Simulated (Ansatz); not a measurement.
## Carrier properties of CaO under load (space group Fm-3m)

```
CaO
1.0
    0.00000     2.36909     2.36909
    2.36909     0.00000     2.36909
    2.36909     2.36909     0.00000
Ca O
1 1
Cartesian
  0.00000   0.00000   0.00000
  2.36909   2.36909   2.36909
```

Calculation: r2SCAN, rigid bands (plane waves, PAW, scalar-relativistic; Ansatz, a program for electronic structure). Condition of this run: hydrostatic pressure of 2.2 GPa (compression positive) (the target of the relaxation). Cell: cell and atoms relaxed with PBEsol, then loaded as said.

```
Property                                                                                                                                                        Value
---------------------------------------------------------------------------------------------------------------------------------------  ----------------------------
band gap                                                                                                                                                      4.19 eV
electron conductivity mass (300 K, dilute)                                                                                                                    0.56 mₑ
hole conductivity mass (300 K, dilute)                                                                                                                        1.37 mₑ
effective density of states N_c (300 K)                                                                                                                   3.9e19 cm⁻³
effective density of states N_v (300 K)                                                                                                                   1.6e20 cm⁻³
density-of-states mass, electrons                                                                                                                             1.34 mₑ
density-of-states mass, holes                                                                                                                                  3.5 mₑ
Seebeck coefficient, n-type 1e19 cm⁻³, 300 K                                                                                                                -332 μV/K
best n-type power factor at 300 K for τ = 10 fs (best axis; densities from 1e16 to 1e21 cm⁻³ tried, whether or not they can be reached)  11.2 μW/(cm·K²) at 1e20 cm⁻³
Seebeck coefficient, p-type 1e19 cm⁻³, 300 K                                                                                                                 453 μV/K
```

Rigid bands; masses and Seebeck coefficients take one relaxation time τ for all states and one kind of carrier; polarons and phonon drag are left out. Spin-orbit coupling is left out; where it splits the top of the valence band, N_v and the p-type Seebeck coefficient come out somewhat high without it. Geometry: cell and atoms relaxed with PBEsol.
